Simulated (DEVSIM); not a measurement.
System: Ru/SiO2/p-Si capacitor, at 300 K.

```
layer (left to right)  material  thickness (nm)  Na (cm⁻³)
---------------------  --------  --------------  ---------
1                          SiO2            12.0          -
2                            Si            4300     1.8e16
```

Metal gate on the left, work function 4.7 eV. Fixed charge at the semiconductor interface 0 cm⁻² (in units of +e); interface traps 2.6e12 cm⁻² eV⁻¹, uniform in energy, neutral level at 0.3 of the gap above the valence band.

Constants are typed, rounded textbook-type inputs, not results; the design itself was drawn at random and stands for no fabricated device. Values at 300 K.

```csv
parameter,SiO2,Si
gap (eV),9,1.124
affinity (eV),0.9,4.05
permittivity,3.9,11.7
Nc (cm⁻³),-,2.86e19
Nv (cm⁻³),-,3.1e19
```

Model (solved in DEVSIM): 1D Poisson equation in equilibrium, Boltzmann statistics, complete ionisation; no quantum confinement or tunnelling. Metal contacts follow the ideal Schottky-Mott rule: no Fermi-level pinning, no interface dipoles.

The interface trap density was swept, all else fixed.

```tsv
interface trap density (cm^-2 eV^-1)	flat-band voltage (V)	minimum of the low-frequency capacitance (μF/cm²)
0	-0.28	0.0433
1e10	-0.28	0.0444
1e11	-0.29	0.0539
3e11	-0.30	0.0738
1e12	-0.36	0.122
2e12	-0.44	0.162
2.6e12	-0.49	0.178
```

From the first row to the last the flat-band voltage goes from -0.28 to -0.49. From the first row to the last the minimum of the low-frequency capacitance goes from 0.0433 to 0.178.
